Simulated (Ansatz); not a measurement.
We consider ScGeCN (model structure, started from the AlSiCN type, P3m1, No. 156, 4 atoms in the cell), described by HSE06 in Ansatz (PAW).

Excerpt of the program's output:

```
WARN output.stress: scf.exx.energy_threshold = 1e-6 eV is looser than the 4e-8 eV advised for a stress under a hybrid functional (1e-8 eV for each atom of the …
Crystal: 4 atoms, lattice volume = 52.289 Å³
Basis set: ecut = 460 eV, 1141 PW (Γ), exchange–correlation on 48×48×80 points (8 copies of the dense FFT grid, shifted against one another)
Bands: 21, of which v1, the nominal top of the filled ones, is band 17 counted from 1 (16 counted from 0)
Symmetry: 6 space group operations
Space group: P3m1 (ITA 156), of the structure as read, at distance tolerance 3.7e-5 Å
k-points: 62 of 486 (time reversal used)
SCF iter   1: F=—  HF=-7067.494281 eV  |F-HF|=—  |Δ(HF+E_count)|=         —  Δρ=4.40e-3  dr2=1.43e-2
SCF iter   2: F=—  HF=-7067.492400 eV  |F-HF|=—  |Δ(HF+E_count)|=   1.88e-3  Δρ=3.12e-3  dr2=6.39e-3
  ...
Crystal: 4 atoms, lattice volume = 52.289 Å³
Initial density: handed on by an earlier stage of this run
Crystal: 4 atoms, lattice volume = 52.289 Å³
SCF iter   5: F=—  HF=-7068.720334 eV  |F-HF|=—  |Δ(HF+E_count)|=   3.32e-8  Δρ=2.32e-6  dr2=2.17e-9
SCF iter   6: F=-7068.720334 eV  HF=-7068.720334 eV  |F-HF|=6.55e-11  |Δ(HF+E_count)|=  8.29e-10  Δρ=4.34e-7  dr2=2.08e-10
SCF 3 converged in 6 iterations: F = -7068.720334 eV  dr2 = 2.08e-10
Free energy (F): -7068.720334 eV
Internal energy: -7068.720334 eV  (E = F + TS)
E sigma→0 (E₀):  -7068.720334 eV
Fermi energy:    10.848894 eV
--- Forces (eV/Å), atoms counted from 1 ---
  atom   1  Sc     0.00000000    -0.00000000     0.01832174
  atom   2  Ge     0.00000000     0.00000000    -0.16930885
  atom   3  C      0.00000000    -0.00000000    -0.03275977
  atom   4  N      0.00000000     0.00000000     0.18360730
--- Stress (GPa, compression-positive) ---
        1.005754       0.000000       0.000000
        0.000000       1.005754       0.000000
        0.000000       0.000000       0.480179
  P = ⅓ Tr σ = 0.8306 GPa (8.306 kbar)
```

**Question.** Write an input file that could have produced this run (the log leaves some choices open).

**Answer.** Several could match; the one computed here: 
Ansatz 0.2 input:
```yaml
crystal:
  lattice:
    - [3.3786685432, 0.0, 0.0]
    - [-1.6893342716, 2.9260127893, 0.0]
    - [0.0, 0.0, 5.2891598676]
  atoms:
    - { symbol: Sc, position: [0.3333333333, 0.6666666667, 0.5261558679] }
    - { symbol: Ge, position: [0.6666666667, 0.3333333333, 0.9992446213] }
    - { symbol: C, position: [0.3333333333, 0.6666666667, 0.0926898974] }
    - { symbol: N, position: [0.6666666667, 0.3333333333, 0.6318996134] }
basis:
  ecutwfc: 460
  ecutrho_ratio: 4
  xc_grid: 2
kpoints:
  mp_grid: { grid: [9, 9, 6] }
  band_path: { path: [[0, 0, 0], [0.5, 0, 0.5]], npoints: 1 }
hamiltonian:
  xc: hse06
  dispersion: none
  pseudopotentials: { kind: paw }
scf:
  occupations: { method: fermi_dirac, width: 0.01 }
  convergence: { dr2_threshold: 0.0000000004 }
output:
  forces: true
  stress: true
  eigenvalues: true
  write_bands: true
```

The PAW data were made under PBE.

Note: the relaxation could raise the start's symmetry but not lower it, so the cell can be a saddle point. Note: cell and atoms aren't relaxed at this level (largest force component 0.18 eV/Å, pressure 0.8 GPa).

Computing time: around 4 core-minutes (rough).

A model structure was made by putting elements into a prototype or built by hand; it is no filed structure, need not be a known phase, and can be a saddle point held by its symmetry.

Ansatz is an electronic-structure program.
